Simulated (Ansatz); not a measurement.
Band structure of SrTaO3 (Pm-3m, 5 atoms in the cell).

```
SrTaO3
1.0
    4.14456     0.00000     0.00000
    0.00000     4.14456     0.00000
    0.00000     0.00000     4.14456
Sr Ta O
1 1 3
Direct
  0.00000   0.00000   0.00000
  0.50000   0.50000   0.50000
  0.50000   0.50000   0.00000
  0.00000   0.50000   0.50000
  0.50000   0.00000   0.50000
```

Method of the run: PBEsol, PAW files made with PBE (plane waves; Ansatz, a quantum-chemistry and plane-wave program).

Settings: kpoints.mp_grid.grid = 6 6 6; hamiltonian.xc = pbesol; hamiltonian.pseudopotentials = {kind: paw} (the program's default PAW files); scf.occupations.method = gaussian; scf.occupations.width = 0.0037 Ry; kpoints.band_path.npoints = 8.

The starting cell comes from a database of computed structures (which also holds hypothetical and non-ambient phases and stackings), without a prior relaxation at this level. Its lattice was rescaled by a random factor within 2.5 % of one. Spin-orbit coupling is off. Spin polarisation is off; with an odd number of electrons in the cell that forces a metal, and a magnetic state may lie lower.

Levels in eV from the Fermi level, bands 18 to 25:
```
point     18     19     20     21     22     23    24    25
-----  -----  -----  -----  -----  -----  -----  ----  ----
Γ      -4.31  -4.31  -4.31  -1.09  -1.09  -1.09  0.66  1.38
X      -5.41  -4.55  -4.55  -0.77   1.44   1.44  2.72  2.92
M      -5.25  -5.25  -3.91   1.46   1.46   2.41  2.74  3.88
R      -3.85  -3.85  -3.85   2.44   2.44   2.44  2.77  2.77
```

Bands cross the Fermi level along this path, so the cell is metallic at this level.

Keys are those of Ansatz 0.2.
